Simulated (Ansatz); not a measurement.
We consider cubic perovskite CsPbCl3 (cubic high-temperature phase), described by PBEsol (Ansatz, a program for electronic structure, plane waves, PAW).

Settings: plane-wave cutoff 500 eV, 8×8×8 k mesh, gaussian smearing 0.02 eV, scalar-relativistic PAW data made under PBE.

Cell (relaxed at this level):

```yaml
crystal:
  lattice:
    - [5.61830, 0.00000, 0.00000]
    - [0.00000, 5.61830, 0.00000]
    - [0.00000, 0.00000, 5.61830]
  atoms:
    - { symbol: Cs, position: [0.00000, 0.00000, 0.00000] }
    - { symbol: Pb, position: [0.50000, 0.50000, 0.50000] }
    - { symbol: Cl, position: [0.00000, 0.50000, 0.50000] }
    - { symbol: Cl, position: [0.50000, 0.00000, 0.50000] }
    - { symbol: Cl, position: [0.50000, 0.50000, 0.00000] }
```

Problem. What does this level give for the band gap?

Solution. 
- band gap: 1.83 eV (on the SCF k mesh)

Note: the relaxation could not lower the start's symmetry, so the cell can be a saddle point above a distorted one.

Spin–orbit coupling is not included; with these elements it can move the gap by several tenths of an eV or more.

The computed numbers hold no vibrational or temperature effects.
